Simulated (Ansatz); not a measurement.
The parent structure is AlN in the zinc blende structure (space group F-43m, No. 216).

```xyz
2
Lattice="0.0000 2.1849 2.1849 2.1849 0.0000 2.1849 2.1849 2.1849 0.0000" Properties=species:S:1:pos:R:3 pbc="T T T"
Al     0.0000     0.0000     0.0000
N      1.0924     1.0924     1.0924
```

Computed with r2SCAN, PAW, 500 eV (Ansatz, a first-principles code; no spin-orbit coupling).

Before the change:

| Property | Result |
|---|---|
| Width of the top valence band | 2.68 eV |
| Smallest direct gap | 4.84 eV |
| Band gap | 3.94 eV |
| Electron mass | 0.51 mₑ along k, 0.33 mₑ across (at X) |

The change: every lattice vector is stretched by 0.50 %, atoms relaxed at fixed cell.

Task: What happens to the width of the top valence band, smallest direct gap, band gap and electron mass?

Result: The width of the top valence band decreases by 0.03 eV, from 2.68 eV to 2.65 eV; the smallest direct gap drops by 0.14 eV (4.84 eV → 4.70 eV); the band gap falls by 0.01 eV, from 3.94 eV to 3.93 eV; the electron mass goes from 0.51 mₑ along k, 0.33 mₑ across (at X) to 0.52 mₑ along k, 0.33 mₑ across (at X).

The cells carry an imposed strain or load. Effective masses come from finite differences of ±0.01 Å⁻¹. Along k means along the line from Γ to the band edge. Whether these cells are dynamically stable was not tested. This is not the structure that AlN has at room temperature and ambient pressure.
